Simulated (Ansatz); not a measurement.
Abridged Ansatz (a first-principles code) output:

```
Pseudopotential: Pd, paw, valence charge 18
Pseudopotential: Mg, paw, valence charge 10
Crystal: 3 atoms, lattice volume = 61.004 Å³
Basis set: ecut = 420 eV, 1243 PW (Γ), exchange–correlation on 60×60×60 points (8 copies of the dense FFT grid, shifted against one another)
Bands: 23, of which v1, the nominal top of the filled ones, is band 19 counted from 1 (18 counted from 0)
Symmetry: 48 space group operations
k-points: 84 of 2197
Functional: x = pbesol(κ = 0.804, μ = 0.12345679012345678), c = pbesol(β = 0.046)
SCF iter   1: F=—  HF=-10731.867481 eV  |F-HF|=—  |Δ(HF+E_count)|=         —  Δρ=7.17e-3  dr2=3.68e-2  ethr=1.77e-3  ⟨swp⟩=5.8  Hψ=8162  notcnv=0
SCF iter   2: F=—  HF=-10731.860190 eV  |F-HF|=—  |Δ(HF+E_count)|=   7.29e-3  Δρ=1.52e-3  dr2=6.51e-4  ethr=9.69e-5  ⟨swp⟩=2.0  Hψ=3391  notcnv=0  defer=11
SCF 1 converged in 9 iterations: F = -10731.859970 eV  dr2 = 5.33e-11
SCF converged after 9 iterations
Free energy (F): -10731.859970 eV
Internal energy: -10731.852928 eV  (E = F + TS)
E sigma→0 (E₀):  -10731.856449 eV
Entropy (-TS):   -0.007042 eV (-2.347 meV/atom)
Fermi energy:    8.622065 eV
--- Forces (eV/Å), atoms counted from 1 ---
  atom   1  Pd    -0.00000000    -0.00000000     0.00000000
  atom   2  Mg    -0.00000000    -0.00000000     0.00000000
  atom   3  Mg     0.00000000     0.00000000     0.00000000
--- Stress (GPa, compression-positive) ---
        0.002587      -0.000000      -0.000000
       -0.000000       0.002587       0.000000
        0.000000      -0.000000       0.002587
  P = ⅓ Tr σ = 0.0026 GPa (0.026 kbar)
```

**Question.** What was computed, and what are the main results?

**Answer.** Mg2Pd, 3 atoms in the cell, with PBEsol (Ansatz, PAW, scalar-relativistic without spin-orbit coupling). The last SCF converged to F = -10731.859970 eV, or -3577.2867 eV per atom, at a pressure of 0.00 GPa. The total energy compares only with runs of the same code, potentials and settings.

No phonon test of stability was made. The final runs are not spin-polarised. The cell was made from Mg2Ge by this change: Ge → Pd; the result is a hypothetical phase, not in the database extracts checked.
